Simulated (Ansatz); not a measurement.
# Hf, response to strain

The parent structure is Hf in the hcp (Mg type) structure (space group P6_3/mmc, No. 194; a = 3.198 Å, c = 5.047 Å). Axes: x lies along a and z along c of the hexagonal cell.

Strains are applied to the cell and any free atomic positions relax.

Level of theory: r2SCAN/PAW in Ansatz (a program for electronic structure), without spin-orbit coupling.

Notes on the quantities. pressure: mean of the normal stresses, compression positive; energy relative to the base: free energy F.

```tsv
variant	pressure	shortest interatomic distance	energy relative to the base
base	0.0 GPa	3.127 Å	0 meV/atom
isotropic strain −1.32 %	4.7 GPa	3.086 Å	+12 meV/atom
isotropic strain +3.51 %	-9.6 GPa	3.237 Å	+79 meV/atom
uniaxial strain ε_xx = +0.91 %	-1.0 GPa	3.131 Å	+1.1 meV/atom
uniaxial strain ε_zz = +3.59 %	-3.7 GPa	3.198 Å	+18 meV/atom
tensor shear ε_xy = −1.96 %	0.1 GPa	3.119 Å	+6.5 meV/atom
```

Without a gap, meshes like the base's 17×17×9 leave anisotropic stresses uncertain by several tenths of a GPa, and small strain energies with them. Stability against distortions was not tested. All final runs are without spin polarisation.
